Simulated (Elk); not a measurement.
Worked example: self-consistent single point of PbO2 (P4_2/mnm, 6 atoms in the cell) in Elk.

Method: PBE, all-electron FP-LAPW, Elk's shipped species files, APW+lo basis with extra local orbitals (Elk).

The change in words: lattice scaled by 0.98. Reference geometry:
```xyz
6
Lattice="4.9600 0.0000 0.0000 0.0000 4.9600 0.0000 0.0000 0.0000 3.3900" Properties=species:S:1:pos:R:3 pbc="T T T"
Pb     0.0000     0.0000     0.0000
Pb     2.4800     2.4800     1.6950
O      1.5227     1.5227     0.0000
O      4.0027     0.9573     1.6950
O      0.9573     4.0027     1.6950
O      3.4373     3.4373     0.0000
```

Reference input (self-consistent single point, DFT, PBE, all-electron FP-LAPW, Elk's shipped species files, APW+lo basis with extra local orbitals): xctype = 20; rgkmax = 8; stype = 0; swidth = 0.00367493 Ha; ngridk = 5 5 7; gmaxvr = 14 1/bohr; nxlo = 2; lorbcnd = true; rmtscf = 0.83; lmaxi = 3. This run's input differs from it in these lines:

```diff
@@ -34,5 +34,5 @@
 avec
-    4.9600000000    0.0000000000    0.0000000000
-    0.0000000000    4.9600000000    0.0000000000
-    0.0000000000    0.0000000000    3.3900000000
+    4.8608000000    0.0000000000    0.0000000000
+    0.0000000000    4.8608000000    0.0000000000
+    0.0000000000    0.0000000000    3.3222000000
```

Output (repeated stretches shortened):

```
│ Self-consistent loop started │
│ Loop number : 1 │
 total energy                :     -42160.6959189
│ Loop number : 2 │
 total energy                :     -42161.2353666
RMS change in Kohn-Sham potential (target) :    1.143666855     (  0.1000000000E-05)
Absolute change in total energy (target)   :   0.5394477749     (  0.1000000000E-03)
│ Loop number : 3 │
 total energy                :     -42160.4414594
RMS change in Kohn-Sham potential (target) :    1.109689261     (  0.1000000000E-05)
Absolute change in total energy (target)   :   0.6590452686     (  0.1000000000E-03)
│ Loop number : 4 │
   [... lines left out ...]
Absolute change in total energy (target)   :   0.4875447921E-03 (  0.1000000000E-03)
│ Loop number : 15 │
 total energy                :     -42158.5803902
RMS change in Kohn-Sham potential (target) :   0.1272253944E-06 (  0.1000000000E-05)
Absolute change in total energy (target)   :   0.2130049324E-03 (  0.1000000000E-03)
│ Loop number : 16 │
 total energy                :     -42158.5803742
RMS change in Kohn-Sham potential (target) :   0.2151235445E-07 (  0.1000000000E-05)
Absolute change in total energy (target)   :   0.6930943346E-04 (  0.1000000000E-03)
Convergence targets achieved

│ Loop number : 17 │

Energies :
 Fermi                       :     0.223098227630
 total energy                :     -42158.5803740

Density of states at Fermi energy :    5.883455170
 (states/Hartree/unit cell)

Estimated indirect band gap :   0.5566618723E-02
 from k-point      7 to k-point      1
Estimated direct band gap   :   0.1290850228E-01
 at k-point      1

Charges :
 core                        :    144.0000000
 valence                     :    52.00000000
 interstitial                :    10.35998829
 muffin-tins (core leakage)
  species :    1 (Pb)
   atom    1                 :    79.15591785     (  0.1135648732E-01)
   atom    2                 :    79.15591785     (  0.1135648732E-01)
  species :    2 (O)
   atom    1                 :    6.832044001     (  0.3861010724E-06)
   atom    2                 :    6.832044001     (  0.3861010724E-06)
   atom    3                 :    6.832044001     (  0.3861010724E-06)
   atom    4                 :    6.832044001     (  0.3861010724E-06)
 total in muffin-tins        :    185.6400117
 total calculated charge     :    195.9845791
 total charge                :    196.0000000
 error                       :   0.1542086373E-01

│ Self-consistent loop stopped │
```

The run converged in 17 iterations. The count includes the last loop, which Elk runs after its targets are met. Against the reference run the total energy rises by 72.5 meV/atom.

The starting cell has typed, rounded lattice constants, without a prior relaxation at this level. For this run, on top of that: lattice scaled by 0.98. Spin-orbit coupling is off. Values depend on the basis (sphere radii, cutoffs, local orbitals), which need not be converged. The run gives no clean gap (levels at the Fermi energy touch, overlap or are partly filled at this smearing), which alone does not show that the compound is a metal. The log's line on a gap gives a spacing of levels on this mesh, which the program prints for metals too.

Cost on one core of a shared machine: roughly 4 min.
